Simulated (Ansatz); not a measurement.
A computed series for CdS: response to strain

Take CdS in the wurtzite structure (space group P6_3mc, No. 186) as the base.

```yaml
crystal:
  lattice:
    - [4.12436, 0.00000, 0.00000]
    - [-2.06218, 3.57180, 0.00000]
    - [0.00000, 0.00000, 6.70817]
  atoms:
    - { symbol: Cd, position: [0.33333, 0.66667, 0.00017] }
    - { symbol: Cd, position: [0.66667, 0.33333, 0.50017] }
    - { symbol: S, position: [0.33333, 0.66667, 0.37683] }
    - { symbol: S, position: [0.66667, 0.33333, 0.87683] }
```

Cartesian axes are those of the cell as printed.

Strains are applied to the cell and any free atomic positions relax.

The values are results of DFT with PBEsol, PAW potentials and a 420 eV plane-wave cutoff in Ansatz (a quantum-chemistry and plane-wave program), no SOC, not measurements.

Candidates:
(a) uniaxial strain ε_zz = +1.20 %
(b) uniaxial strain ε_zz = +0.60 %
(c) uniaxial strain ε_zz = +1.80 %
(d) uniaxial strain ε_zz = +3.00 %
(e) uniaxial strain ε_zz = +2.40 %

Before the change:

Band gap: 1.09 eV

### Question
Order them by band gap, highest first.

### Answer
(b) uniaxial strain ε_zz = +0.60 % (1.07 eV), (a) uniaxial strain ε_zz = +1.20 % (1.04 eV), (c) uniaxial strain ε_zz = +1.80 % (1.02 eV), (e) uniaxial strain ε_zz = +2.40 % (0.99 eV), (d) uniaxial strain ε_zz = +3.00 % (0.97 eV)

No phonon test of stability was made.
